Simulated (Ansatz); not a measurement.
The starting structures come from a database of crystals and need not be the phases stable at ambient conditions.

The decay constant κ of evanescent states in the gap governs leakage through a thin film.

Data:

```xyz
12
Lattice="5.6346 0.0000 0.0000 2.8173 6.9052 0.0000 0.0000 2.2989 5.1443" Properties=species:S:1:pos:R:3 pbc="T T T"
K      2.8173     1.1494     2.5721
K      2.8173     5.1768     3.8582
Tc     0.0000     0.0000     0.0000
Tc     5.6346     4.0273     1.2861
O      3.4835     6.5217     1.5288
O      4.3953     3.4100     2.2917
O      7.7856     7.8093     4.4101
O      1.2393     2.8663     1.0752
O      4.9683     6.7097     4.9015
O      1.2393     2.9162     4.1387
O      6.3008     5.4221     2.0202
O      4.3953     1.1610     0.2109
```

Space group of this cell: I4_1/a. The cell is taken as given; by PBEsol its mean pressure is 1.5 GPa.

Transport runs along the normal of the first two printed cell vectors, the (101) plane of the conventional cell.

The gap is the functional's own, uncorrected, and κ follows it; spin-orbit coupling is left out. Mid-gap values are interpolated between the computed energies.

Q: Estimate the band gap and the smallest decay constant κ at mid-gap that PBEsol (Ansatz, a quantum-chemistry and plane-wave program) returns for this system.

A: Gap 3.46 eV on a 6×6×6 mesh; κ = 0.581 1/Å, at (0.000, 0.333) of the in-plane reciprocal vectors. At the zone centre, at the nearest computed energy, the slowest state has κ = 0.62 1/Å.
